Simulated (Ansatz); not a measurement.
C on the 1x1 (111) surface of fcc Pd, one in a 2x2 cell, energies for each (26.9 Å²). Energies are against an atom of graphite, without zero-point or thermal terms; each row is named by its start.

Computed with PBE (plane waves to 420 eV, PAW; Ansatz, a quantum-chemistry and plane-wave program).

Task: Which site binds most strongly?
A) hollow Pd-Pd-Pd over Pd at depth 4.5 Å
B) top Pd
C) hollow Pd-Pd-Pd over Pd at depth 2.3 Å

Result: C, hollow Pd-Pd-Pd over Pd at depth 2.3 Å. Adsorption energies: hollow Pd-Pd-Pd over Pd at depth 2.3 Å 0.86 eV; hollow Pd-Pd-Pd over Pd at depth 4.5 Å 0.90 eV; top Pd 3.43 eV.
